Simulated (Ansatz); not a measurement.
## Hf: stress against strain

Hf (hcp, P6_3/mmc, 22.363 Å³/atom at rest, c along z) under a strain ε along c (axis z), the other axes held. r2SCAN in Ansatz, a plane-wave DFT program (PAW, default set), 500 eV, 21×21×12 Γ-centred mesh, Fermi-Dirac smearing 0.10 eV; ions are relaxed within the symmetry of each cell. Stress is positive for a compressed cell.

Here s stands for strain and y for stress zz.

| strain (%) | stress zz (GPa) |
|---|---|
| -1.50 | 3.17 |
| -1.00 | 2.09 |
| -0.50 | 1.03 |
| 0.00 | 0.00 |
| 0.50 | -1.01 |
| 1.00 | -1.99 |
| 1.50 | -2.96 |
| 3.00 | ? |

Taking a straight line for y over the 7 complete rows: Means: s 0, y 0.047. About the means, the sum of products is -14.295 and the sum of squares of s is 7.0000; the slope is their ratio. Least squares gives y = 0.047 - 2.0421·s. Residuals (row less fit): 0.060, 0.001, -0.038, -0.047, -0.036, 0.005, 0.056; standard error 0.048 (degrees of freedom: 5). The slope gives the elastic constant C33 = 204 ± 1.8 GPa.

Problem. Estimate the missing y (s = 3.00); what did the run itself give?

Solution. y = 0.047 - 2.0421 × 3.0 = -6.079 GPa. The calculation gives -5.74 GPa, 0.339 GPa above the prediction (3.8 % of the range of y in the table). The row lies outside the fitted rows, so this is an extrapolation. From the scatter of the fitted rows alone, a prediction at this place has a standard error of 0.075 GPa, so the miss is 4.5 times that.

One order more, fitted to all 13 runs of the series, follows each within 0.01, so the miss is the next term of a smooth law. In a metal these values are sensitive to mesh and smearing; energies are taken to zero smearing, stresses follow the free energy. Rows are the converged runs of the series near zero and its far end; series whose fitted rows scatter by over a few per cent of the range, as at a crossing or softening among them, aren't shown in this form. Most that stay on the fit to the last digits aren't either.
